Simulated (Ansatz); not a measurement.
# BaTiO3, pressure series

Base system: BaTiO3 in the cubic perovskite structure (space group Pm-3m, No. 221; a = 3.970 Å).

Cell and atoms are relaxed at each pressure.

Calculations: Ansatz (a quantum-chemistry and plane-wave program), PBEsol, PAW, cutoff 420 eV, without spin-orbit coupling.

Candidates:
(a) pressure 7.5 GPa
(b) pressure 10 GPa
(c) pressure 3 GPa

Base values:

```
Quantity   Result
--------  -------
Band gap  1.82 eV
```

Problem. Order them by band gap, lowest first.

Solution. (c) pressure 3 GPa (1.85 eV), (a) pressure 7.5 GPa (1.89 eV), (b) pressure 10 GPa (1.92 eV)

Load acts through the strain it causes; cell and atoms are relaxed under it. Whether these cells are dynamically stable was not tested. No other phases were tried under pressure. All final runs are without spin polarisation. Many cubic perovskites are stable only at high temperature; tilts and polar distortions were not tested. This is not the structure that BaTiO3 has at room temperature and ambient pressure.
